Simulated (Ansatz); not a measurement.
Input and output of a relaxation of the atoms for WC (P3m1, 2 atoms in the cell) (Ansatz, an electronic-structure program).

Method: LDA (PW92), PAW files made with PBE (plane waves; Ansatz).

The change in words: one atom moved by 0.15 angstrom; relax: default → atoms; relax.f_tol: default → 0.1 eV/Å. Reference geometry:
```xyz
2
Lattice="1.4623 -2.5327 0.0000 1.4623 2.5327 0.0000 0.0000 0.0000 2.8542" Properties=species:S:1:pos:R:3 pbc="T T T"
W      0.0000     0.0000     0.0000
C      1.4623     0.8442     1.4271
```

Reference input (self-consistent single point, DFT, LDA (PW92), plane waves, PAW files made with PBE): basis.ecutwfc = 30.9 Ry; kpoints.mp_grid.grid = 13 13 12; hamiltonian.xc = lda; hamiltonian.pseudopotentials = {kind: paw} (the program's default PAW files); scf.occupations.method = gaussian; scf.occupations.width = 0.0073 Ry. This run's input differs from it in these lines:

```diff
@@ -6,3 +6,3 @@
   atoms:
-    - { symbol: W, position: [0.000000, 0.000000, 0.000000] }
+    - { symbol: W, position: [0.000000, 0.000000, 0.052554] }
     - { symbol: C, position: [0.333333, 0.666667, 0.500000] }
@@ -17,2 +17,4 @@
   occupations: { method: gaussian, width: 0.0073 Ry }
+relax:
+  f_tol: 0.1
 output:
```

Log, with long lists cut:

```
   [... SCF lines of the steps left out ...]
relax step   1: F+E_penalty+E_count = -10373.99358605 eV  Δ(F+E_penalty+E_count) = +0.000e0 eV  max|allowed force component| = 1.918e0 eV/Å  Δτ_max = 0.0000 Å  (6 SCF iters, dr2 threshold 1.00e-4 eV, accepted)
relax step   2: F+E_penalty+E_count = -10374.10290337 eV  Δ(F+E_penalty+E_count) = -1.093e-1 eV  max|allowed force component| = 8.803e-1 eV/Å  Δτ_max = 0.0392 Å  (6 SCF iters, dr2 threshold 1.00e-4 eV, accepted)
relax step   3: F+E_penalty+E_count = -10374.13408686 eV  Δ(F+E_penalty+E_count) = -3.118e-2 eV  max|allowed force component| = 1.024e-2 eV/Å  Δτ_max = 0.0354 Å  (6 SCF iters, dr2 threshold 4.84e-5 eV, accepted)
relax step   4: F+E_penalty+E_count = -10374.13408686 eV  Δ(F+E_penalty+E_count) = -3.092e-11 eV  max|allowed force component| = 1.026e-2 eV/Å  Δτ_max = 0.0000 Å  (6 SCF iters, accepted)
the relaxation is at rest under the 6 symmetry operations that the run kept from its start: a minimum is not shown …
Stability not checked: this state was not tested for a lower state beside it, because too few of the mixer's solves of this state at the end of the SCF gave a …
Free energy (F): -10374.134087 eV
Internal energy: -10374.132204 eV  (E = F + TS)
E sigma→0 (E₀):  -10374.133145 eV
Entropy (-TS):   -0.001883 eV (-0.942 meV/atom)
Fermi energy:    19.679568 eV
--- Forces (eV/Å), atoms counted from 1 ---
  atom   1  W      0.00000000    -0.00000000    -0.01025876
   [... lines left out ...]
--- Relaxed structure (4 steps of the walk, 4 accepted, 0 SCFs on fresh bases) ---
  F+E_penalty+E_count = -10374.13408686 eV   max|allowed force component| = 1.026e-2 eV/Å
  atoms:
    - { symbol: W, position: [-1.8503699430566208e-17, -1.850372590034581e-17, 0.026426445642881925] }
    - { symbol: C, position: [0.33333333333333337, 0.6666666666666666, 0.526127554357118] }
```

The run converged.  The full log also holds: “iter 5 did not close the SCF: its close was put off for the readings that it lacked (scf_convergence_deferred on its scf_iter line)”. The full log also holds: “iter 5 did not close the SCF: its close was put off for the readings that it lacked (scf_convergence_deferred on its scf_iter line)”.

Summary of the result:
| Item | Value |
|---|---|
| Free energy E − TS (on the zero of these files) | -10374.1341 eV |
| Fermi level (on the code's own zero) | 19.68 eV |
| Pressure | -16.64 GPa |
| Largest force (vector length) | 0.010 eV/Å |
| Relaxation steps | 4 |

The starting cell has typed, rounded lattice constants, without a prior relaxation at this level. Its lattice was rescaled by up to half a per cent. For this run, on top of that: one atom moved by 0.15 angstrom. Spin polarisation is off. The relaxation keeps the symmetry of its start, so its end need not be a minimum. Ansatz's pressure includes its estimate of the finite-basis (Pulay) stress.

Keys are those of Ansatz 0.2.
